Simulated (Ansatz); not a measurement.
Start from W in the diamond structure (space group Fd-3m, No. 227; a = 5.7582 Å; a hypothetical phase, not in the database extracts checked; relaxed with 0.1 eV smearing). Axes: x, y, z lie along the cube axes.

Computed with Ansatz (a first-principles code), PBEsol, PAW, cutoff 420 eV, spin-orbit coupling left out.

For the base:

- Pressure = 0.0 GPa

One thing is altered: tensile biaxial strain of 0.53 % in the plane normal to [001], as in epitaxy on a mismatched substrate; the out-of-plane cell vector and the atoms relax.

Q: What does the calculation give for the energy relative to the base after the change?

A: The energy drops by 0.4 meV/atom.

Q: What happens to the pressure?

A: The pressure (mean of the normal stresses, compression positive) goes from zero to 0.4 GPa.

Q: What happens to the out-of-plane strain?

A: The out-of-plane strain is -1.36 %.

No phonon test of stability was made. The final runs are not spin-polarised. Under biaxial strain +0.53 %, plane normal [001], relaxed out of plane the cell ends below the base's energy or with stress of the wrong sign: the atoms slid into a distortion or the cell is elastically unstable, so the base is not a stable minimum at this level.
